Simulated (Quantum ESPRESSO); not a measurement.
## Parameter sweep on Zr (P6_3/mmc, 4 atoms in the cell)

```
CELL_PARAMETERS angstrom
      3.18530     0.00000     0.00000
     -1.59265     2.75855     0.00000
      0.00000     0.00000    10.24871
ATOMIC_POSITIONS crystal
  Zr 0.00000 0.00000 0.00000
  Zr 0.00000 0.00000 0.50000
  Zr 0.33333 0.66667 0.25000
  Zr 0.66667 0.33333 0.75000
```

Base run A: LDA (PZ), GBRV 1.5 ultrasoft (LDA) pseudopotentials (Quantum ESPRESSO 7.5), self-consistent single point.

Its settings: ecutwfc = 40 Ry; ecutrho = 320 Ry; occupations = smearing; smearing = gauss; degauss = 0.0147 Ry; potentials = {Zr: zr_lda_v1.uspp.F.UPF}; K_POINTS = automatic 10 10 3 0 0 0; conv_thr = 1e-11 Ry; mixing_beta = 0.5.

The starting cell was generated: these elements placed on a structure prototype, without a prior relaxation; it need not be a known phase or ordering of this composition. Its lattice was rescaled by a random factor within 2.5 % of one. In the base run, with a pressure of about -3 GPa the cell is away from its equilibrium volume at this level.

ΔF is the free energy per atom less that of run A. 

```json
[
 {"run": "A", "degauss, K_POINTS": "0.0147 Ry, automatic 10 10 3 0 0 0", "ΔF (meV/atom)": "0.00", "pressure (GPa)": "-3.21", "TS (meV/atom)": "30.2", "k-points": "28"},
 {"run": "B", "degauss, K_POINTS": "0.002205 Ry, automatic 8 8 3 0 0 0", "ΔF (meV/atom)": "28.1", "pressure (GPa)": "-3.19", "TS (meV/atom)": "2.0", "k-points": "20"},
 {"run": "C", "degauss, K_POINTS": "0.0073499 Ry, automatic 8 8 3 0 0 0", "ΔF (meV/atom)": "21.7", "pressure (GPa)": "-3.14", "TS (meV/atom)": "11.7", "k-points": "20"},
 {"run": "D", "degauss, K_POINTS": "0.02205 Ry, automatic 8 8 3 0 0 0", "ΔF (meV/atom)": "-14.5", "pressure (GPa)": "-2.97", "TS (meV/atom)": "73.0", "k-points": "20"},
 {"run": "E", "degauss, K_POINTS": "0.002205 Ry, automatic 10 10 3 0 0 0", "ΔF (meV/atom)": "17.3", "pressure (GPa)": "-3.36", "TS (meV/atom)": "1.4", "k-points": "28"},
 {"run": "F", "degauss, K_POINTS": "0.0073499 Ry, automatic 10 10 3 0 0 0", "ΔF (meV/atom)": "12.2", "pressure (GPa)": "-3.29", "TS (meV/atom)": "9.5", "k-points": "28"},
 {"run": "G", "degauss, K_POINTS": "0.02205 Ry, automatic 10 10 3 0 0 0", "ΔF (meV/atom)": "-18.6", "pressure (GPa)": "-3.05", "TS (meV/atom)": "66.6", "k-points": "28"},
 {"run": "H", "degauss, K_POINTS": "0.002205 Ry, automatic 11 11 3 0 0 0", "ΔF (meV/atom)": "17.1", "pressure (GPa)": "-3.42", "TS (meV/atom)": "1.0", "k-points": "32"},
 {"run": "I", "degauss, K_POINTS": "0.0073499 Ry, automatic 11 11 3 0 0 0", "ΔF (meV/atom)": "12.7", "pressure (GPa)": "-3.31", "TS (meV/atom)": "9.1", "k-points": "32"},
 {"run": "J", "degauss, K_POINTS": "0.02205 Ry, automatic 11 11 3 0 0 0", "ΔF (meV/atom)": "-18.3", "pressure (GPa)": "-3.06", "TS (meV/atom)": "66.8", "k-points": "32"}
]
```

Run I against A: The free energy goes up by 12.7 meV/atom and the pressure goes from -3.21 to -3.31 GPa.

Run C against A: The free energy goes up by 21.7 meV/atom and the pressure stays near -3.14 GPa while the zz stress (positive for compression) goes from -2.61 to -2.29 GPa.
